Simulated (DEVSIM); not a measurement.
Device: Schottky contact on n-type Si, at 350 K.

```tsv
layer (left to right)	material	thickness (μm)	Nd (cm⁻³)	τn (s)	τp (s)
1	Si	1.90	2.2e18	0.00018	0.00018
```

Left contact: Schottky, work function 4.83 eV, emission velocity 2.1e6 cm/s. Right contact: ohmic. Voltage is applied to the left contact. Recombination: SRH at mid-gap, Auger. Gap narrowing is on: ΔEg = 6.92 meV × (l + √(l² + 0.5)), l = ln(N/1.3e17 cm⁻³), shared equally by both band edges. Mobility is μmin + (μ − μmin)/(1 + (N/Nref)^α).

This is a model device: material constants are rounded textbook-type values typed into the input, and sizes, dopings and lifetimes were drawn at random. Values at 300 K; Nc and Nv go as T^1.5, mobilities as T to minus their exponent, the gap by Varshni's rule with the affinity fixed.

```
parameter               Si
----------------  --------
gap (eV)             1.124
affinity (eV)         4.05
permittivity          11.7
Nc (cm⁻³)          2.86e19
Nv (cm⁻³)           3.1e19
μn (cm²/Vs)           1417
μp (cm²/Vs)            470
μn,min                  52
μp,min                  45
Nref,n              9.7e16
Nref,p              2.2e17
αn                    0.68
αp                    0.72
T exponent of μn       2.3
T exponent of μp       2.2
Cn (cm⁶/s)         2.8e-31
Cp (cm⁶/s)         9.9e-32
Varshni α (eV/K)  0.000473
Varshni β (K)          636
```

DEVSIM, 1D drift-diffusion, Boltzmann statistics, complete ionisation; no tunnelling, impact ionisation, image-force lowering or self-heating. Metal contacts follow the ideal Schottky-Mott rule: no Fermi-level pinning, no interface dipoles.

**Question.** Tabulate band edges, carrier densities and field at zero bias.

**Answer.** Energies count from the Fermi level of the right contact; mesh points crowd at the junctions.

```
x (μm)    Ec (eV)  Ev (eV)  n (cm⁻³)  p (cm⁻³)  field (V/cm)
--------  -------  -------  --------  --------  ------------
0.000       0.760   -0.311     4.1e8    1.3e15       -650000
0.009233    0.293   -0.778    2.2e15     2.4e8       -350000
0.02192     0.093   -0.978    1.7e18    320000        -28000
0.03937     0.084   -0.987    2.2e18    240000          -100
0.07450     0.084   -0.987    2.2e18    240000           ≈ 0
0.1116      0.084   -0.987    2.2e18    240000           ≈ 0
0.1627      0.084   -0.987    2.2e18    240000           ≈ 0
0.2655      0.084   -0.987    2.2e18    240000           ≈ 0
0.3742      0.084   -0.987    2.2e18    240000           ≈ 0
0.5236      0.084   -0.987    2.2e18    240000           ≈ 0
0.7289      0.084   -0.987    2.2e18    240000           ≈ 0
1.093       0.084   -0.987    2.2e18    240000           ≈ 0
1.320       0.084   -0.987    2.2e18    240000           ≈ 0
1.485       0.084   -0.987    2.2e18    240000           ≈ 0
1.641       0.084   -0.987    2.2e18    240000           ≈ 0
1.718       0.084   -0.987    2.2e18    240000           ≈ 0
1.774       0.084   -0.987    2.2e18    240000           ≈ 0
1.815       0.084   -0.987    2.2e18    240000           ≈ 0
1.854       0.084   -0.987    2.2e18    240000           ≈ 0
1.873       0.084   -0.987    2.2e18    240000           ≈ 0
1.887       0.084   -0.987    2.2e18    240000           ≈ 0
1.900       0.084   -0.987    2.2e18    240000           ≈ 0
```
